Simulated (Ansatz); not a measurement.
**How far PBE and r2SCAN part for NiSi**

The reference is NiSi (space group Pnma, No. 62; a = 5.1899 Å, b = 3.3505 Å, c = 5.6240 Å; non-magnetic).

(Cell as relaxed with PBE.)

Levels (all Ansatz, an electronic-structure program, PAW): PBE (420 eV, no SOC); r2SCAN (500 eV, scalar-relativistic without spin-orbit coupling).

Each level relaxes its own structure.

```json
[
 {"quantity": "volume per atom", "PBE": "12.22 Å³", "r2SCAN": "11.90 Å³"},
 {"quantity": "space group", "PBE": "Pnma (No. 62)", "r2SCAN": "Pnma (No. 62)"},
 {"quantity": "band gap", "PBE": "zero", "r2SCAN": "zero"}
]
```

PBE's volume per atom lies 0.326 Å³ above r2SCAN's (2.7 %); the two agree on the space group and band gap. Neither level is exact; r2SCAN is the comparison here, not a measurement.

No phonon test of stability was made. Starting moments died away, wholly or in part, for the base; another magnetic solution may exist. All final runs are without spin polarisation.
